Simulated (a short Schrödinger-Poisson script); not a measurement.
Structure: MOS inversion layer, SiO2 on p-type Si(100), at 400 K.

```
layer  material  thickness (nm)  Na (cm⁻³)
-----  --------  --------------  ---------
1          SiO2             2.2          -
2            Si             230     3.6e18
```

The device is made up for the run: typed textbook-type constants, with dimensions and the other settings drawn at random. SiO2: permittivity 3.9, conduction-band edge (eV) 3.15, gap (eV) 9, electron mass (mₑ) 0.5. Si: permittivity 11.7, conduction-band edge (eV) 0, gap (eV) 1.124, Nv at 300 K (cm⁻³) 3.1e19.

Channel valleys (confinement mass, in-plane density-of-states mass, number): Δ2 0.916, 0.19, 2; Δ4 0.19, 0.417, 4. At the gate the conduction-band edge of layer 1 lies 3.47 eV − eVg above the Fermi level of the channel; the field vanishes at the back. Gaps are held at their typed values at every temperature. Mesh 0.03 nm at interfaces.

From a short Schrödinger-Poisson script (our own, NumPy): 1D Poisson equation in equilibrium, electrons quantum, Hartree (BenDaniel-Duke, 12 states a valley, the channel's in-plane mass for all, wave functions ending at the dielectric), parabolic valleys, classical holes, full ionisation, no traps, pinning or gate leakage.

The same stack at other levels of the model or other numerical settings:

```
run                                          sheet density of all electrons at Vg = 2.5 V (cm⁻²)  sheet density of all electrons at Vg = 1.3 V (cm⁻²)  capacitance at Vg = 2.5 V (μF/cm²)  centroid of the channel electrons at Vg = 2.5 V (nm)  rough cost against the base
-------------------------------------------  ---------------------------------------------------  ---------------------------------------------------  ----------------------------------  ----------------------------------------------------  ---------------------------
base                                                                                     1.04e13                                              1.03e12                                1.34                                                  1.08                      about 1
electrons treated as classical, Boltzmann                                                1.33e13                                              2.45e12                                1.51                                                  0.24                         0.04
electrons treated as classical, Fermi-Dirac                                              1.26e13                                              2.34e12                                1.44                                                  0.38                          0.2
mesh six times as coarse                                                                 1.04e13                                              1.04e12                                1.34                                                  1.07                          0.3
one subband a valley                                                                     1.04e13                                              1.03e12                                1.34                                                  1.07                          0.5
```

The classical rows ignore confinement, and Boltzmann statistics overrate the density once the band edge passes the Fermi level.
